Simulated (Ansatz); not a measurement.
Abridged Ansatz (a program for electronic structure) output:

```
Pseudopotential: Cs, paw, valence charge 9
Pseudopotential: Ag, paw, valence charge 19
Pseudopotential: Bi, paw, valence charge 15
Pseudopotential: F, paw, valence charge 7
Crystal: 10 atoms, lattice volume = 202.370 Å³
Basis set: ecut = 420 eV, 3839 PW (Γ), exchange–correlation on 90×90×90 points (8 copies of the dense FFT grid, shifted against one another)
Bands: 57, of which v1, the nominal top of the filled ones, is band 47 counted from 1 (46 counted from 0)
Symmetry: 48 space group operations
k-points: 16 of 216
Functional: x = pbesol(κ = 0.804, μ = 0.12345679012345678), c = pbesol(β = 0.046)
SCF iter   1: F=—  HF=-35744.449428 eV  |F-HF|=—  |Δ(HF+E_count)|=         —  Δρ=1.22e-2  dr2=2.02e-1  ethr=1.77e-3  ⟨swp⟩=8.0  Hψ=3865  notcnv=0  defer=13
SCF iter   2: F=—  HF=-35744.397557 eV  |F-HF|=—  |Δ(HF+E_count)|=   5.19e-2  Δρ=3.25e-3  dr2=9.39e-3  ethr=2.15e-4  ⟨swp⟩=2.0  Hψ=1795  notcnv=0  defer=75
SCF 1 converged in 9 iterations: F = -35744.395858 eV  dr2 = 2.85e-11
SCF converged after 9 iterations
Free energy (F): -35744.395858 eV
Internal energy: -35744.395858 eV  (E = F + TS)
E sigma→0 (E₀):  -35744.395858 eV
Fermi energy:    7.323881 eV
--- Forces (eV/Å), atoms counted from 1 ---
  atom   1  Cs     0.00000000     0.00000000     0.00000000
  atom   2  Cs     0.00000000     0.00000000    -0.00000000
  atom   3  Ag     0.00000000    -0.00000000    -0.00000000
  atom   4  Bi    -0.00000000    -0.00000000    -0.00000000
  atom   5  F     -0.00001976    -0.00000000    -0.00000000
  atom   6  F      0.00001976     0.00000000    -0.00000000
  atom   7  F      0.00000000    -0.00001976    -0.00000000
  atom   8  F     -0.00000000     0.00001976    -0.00000000
  atom   9  F     -0.00000000    -0.00000000    -0.00001976
  atom  10  F      0.00000000     0.00000000     0.00001976
--- Stress (GPa, compression-positive) ---
        0.001226      -0.000000       0.000000
       -0.000000       0.001226       0.000000
        0.000000       0.000000       0.001226
  P = ⅓ Tr σ = 0.0012 GPa (0.012 kbar)
```

Question: What was computed, and what are the main results?

Answer: Cs2AgBiF6, 10 atoms in the cell, with Ansatz, PBEsol, PAW, cutoff 420 eV, spin-orbit coupling left out. The last SCF converged to F = -35744.395858 eV, or -3574.4396 eV per atom, at a pressure of 0.00 GPa. The total energy compares only with runs of the same code, potentials and settings.

Spin-orbit coupling, missing from the scalar runs, can matter with Bi. Stability against distortions was not tested. The cell was made from Cs2AgBiBr6 by this change: Br → F; the result is a model cell, its experimental status unchecked.
